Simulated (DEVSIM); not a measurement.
Device: Au/Si3N4/SiO2/p-Si capacitor, at 300 K.

| layer (left to right) | material | thickness (nm) | Na (cm⁻³) |
|---|---|---|---|
| 1 | Si3N4 | 2.40 | - |
| 2 | SiO2 | 0.690 | - |
| 3 | Si | 4700 | 1.5e16 |

Metal gate on the left, work function 5.1 eV. Fixed charge at the semiconductor interface 7.2e11 cm⁻² (in units of +e); no interface traps.

This is a model device: material constants are rounded textbook-type values typed into the input, and sizes, dopings and lifetimes were drawn at random. Values at 300 K.

| parameter | Si3N4 | SiO2 | Si |
|---|---|---|---|
| gap (eV) | 5.1 | 9 | 1.124 |
| affinity (eV) | 2.1 | 0.9 | 4.05 |
| permittivity | 7.5 | 3.9 | 11.7 |
| Nc (cm⁻³) | - | - | 2.86e19 |
| Nv (cm⁻³) | - | - | 3.1e19 |

Model (solved in DEVSIM): 1D Poisson equation in equilibrium, Boltzmann statistics, complete ionisation; no quantum confinement or tunnelling. Metal contacts follow the ideal Schottky-Mott rule: no Fermi-level pinning, no interface dipoles.

The substrate doping was swept, all else fixed.

```
substrate doping (cm^-3)  flat-band voltage (V)  threshold voltage (band bending 2φF) (V)  minimum of the low-frequency capacitance (μF/cm²)
------------------------  ---------------------  ----------------------------------------  -------------------------------------------------
7.5e14                                     0.14                                      0.72                                             0.0120
1.5e15                                     0.12                                       ___                                                ___
3e15                                       0.10                                      0.76                                             0.0227
7.5e15                                     0.08                                      0.80                                             0.0331
1.5e16                                     0.06                                      0.82                                             0.0454
3e16                                       0.04                                      0.86                                             0.0628
```

**Question.** Fill in the missing entries.

**Answer.** 
- 1.5e15, threshold voltage (band bending 2φF) (V): 0.74
- 1.5e15, minimum of the low-frequency capacitance (μF/cm²): 0.0166
